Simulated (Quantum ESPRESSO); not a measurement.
Checking a run of Quantum ESPRESSO on Zr₅GaSn₃ (P6_3/mcm, 18 atoms in the cell). The aim is a self-consistent single point with DFT, LDA (PZ), plane waves, GBRV 1.5 ultrasoft (LDA) pseudopotentials.

Cell that was meant: a = 8.6934 Å, b = 8.6934 Å, c = 5.8969 Å, α = 90.00°, β = 90.00°, γ = 120.00°.

Part of the input:

```fortran
    occupations = 'smearing'
    smearing = 'cold'
    degauss = 0.0073499
    tot_charge = -1
/
&electrons
    conv_thr = 1.0e-11
```

Log, with long lists cut:

```
     Message from routine setup:
     using ibrav=0 with symmetry is DISCOURAGED, use correct ibrav instead
     G-vector sticks info
   [... lines left out ...]
        k(    4) = (   0.0000000   0.3849002   0.4914108), wk =   0.8888889
        k(    5) = (   0.3333333   0.5773503   0.0000000), wk =   0.1481481
        k(    6) = (   0.3333333   0.5773503   0.4914108), wk =   0.2962963

     Dense  grid:   351941 G-vectors     FFT dimensions: ( 108, 108,  72)

     Smooth grid:   124299 G-vectors     FFT dimensions: (  75,  75,  54)

     Initial potential from superposition of free atoms

     starting charge     233.9819, renormalised to     243.0000

     negative rho (up, down):  6.271E-01 0.000E+00
     Self-consistent Calculation

     iteration #  1     ecut=    50.00 Ry     beta= 0.70

     negative rho (up, down):  5.980E-01 0.000E+00

     total energy              =   -2768.41955834 Ry
     estimated scf accuracy    <      13.54322571 Ry

     iteration #  2     ecut=    50.00 Ry     beta= 0.70

     negative rho (up, down):  6.030E-01 0.000E+00

     total energy              =   -2771.16842820 Ry
     estimated scf accuracy    <      23.26816192 Ry

     iteration #  3     ecut=    50.00 Ry     beta= 0.70

     negative rho (up, down):  6.034E-01 0.000E+00

     total energy              =   -2772.48293943 Ry
     estimated scf accuracy    <      34.57211012 Ry

   [... 11 blocks of this kind left out ...]

     iteration # 15     ecut=    50.00 Ry     beta= 0.70

     negative rho (up, down):  6.055E-01 0.000E+00

     total energy              =   -2776.25173410 Ry
     estimated scf accuracy    <          3.0E-11 Ry

     iteration # 16     ecut=    50.00 Ry     beta= 0.70

     negative rho (up, down):  6.055E-01 0.000E+00
     End of self-consistent calculation

   [... 16 lines left out ...]

   [... 16 lines left out ...]

     the Fermi energy is    13.9471 ev

!    total energy              =   -2776.25173410 Ry
     estimated scf accuracy    <          5.5E-13 Ry
     smearing contrib. (-TS)   =       0.00013327 Ry
     internal energy E=F+TS    =   -2776.25186738 Ry

     convergence has been achieved in  16 iterations

     negative rho (up, down):  6.055E-01 0.000E+00

     Forces acting on atoms (cartesian axes, Ry/au):

     atom    1 type  1   force =    -0.00019821    0.00034330   -0.00000000
     atom    2 type  1   force =     0.00019821   -0.00034330    0.00000000
     atom    3 type  1   force =    -0.00039641   -0.00000000    0.00000000
   [... lines left out ...]
     Total force =     0.002262     Total SCF correction =     0.000000
   [... lines left out ...]

     negative rho (up, down):  6.055E-01 0.000E+00
          total   stress  (Ry/bohr**3)                   (kbar)     P=       -3.78
  -0.00005020  -0.00000000   0.00000000           -7.38       -0.00        0.00
  -0.00000000  -0.00005020  -0.00000000           -0.00       -7.38       -0.00
  -0.00000000  -0.00000000   0.00002339           -0.00       -0.00        3.44

   JOB DONE.
```

Can these results be used? Check the input.

The run is not sound. The fault is an unintended net charge. A charged periodic cell changes the electron count and is neutralised by a uniform background, so energy, forces and pressure belong to another system. To fix it, remove the charge. The run converged in 16 iterations without an error; against the sound input the pressure goes from -7.16 to -0.38 GPa and the largest force goes from 0.026 to 0.021 eV/Å.

An input that runs soundly differs in these lines (not the only fix; some lines may just follow from the change or write a value another way):
```diff
-    tot_charge = -1
```

With that input, the run converged in 16 iterations: free energy E − TS -37786.7534 eV; Fermi level (on the code's own zero) 13.90 eV; pressure -7.16 GPa; largest force (vector length) 0.026 eV/Å (DFT, LDA (PZ), plane waves, GBRV 1.5 ultrasoft (LDA) pseudopotentials).

On the sound input: the starting cell comes from a database of computed structures (which also holds hypothetical and non-ambient phases and stackings), without a prior relaxation at this level. With a pressure of about -7 GPa the cell is away from its equilibrium volume at this level. Without a gap this mesh is coarse (it stands for a supercell whose shortest vector is 18 Å).
